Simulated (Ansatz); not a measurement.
The parent structure is GaSb in the rock salt structure (space group Fm-3m, No. 225; a = 5.710 Å; a hypothetical phase, not in the database extracts checked).

All numbers come from DFT with PBE-D3(BJ), PAW potentials and a 420 eV plane-wave cutoff in Ansatz (a first-principles code), scalar-relativistic without spin-orbit coupling.

Before the change:

The lattice parameter a is 5.710 Å.

It is then changed as follows: hydrostatic tension (pressure −1 GPa).

Task: What happens to the lattice parameter a?

Result: The lattice parameter a increases by 0.032 Å (5.710 Å → 5.742 Å).

Load acts through the strain it causes; cell and atoms are relaxed under it. Whether these cells are dynamically stable was not tested. The base started in Pnma and relaxed to Fm-3m at this level. The final runs are not spin-polarised.
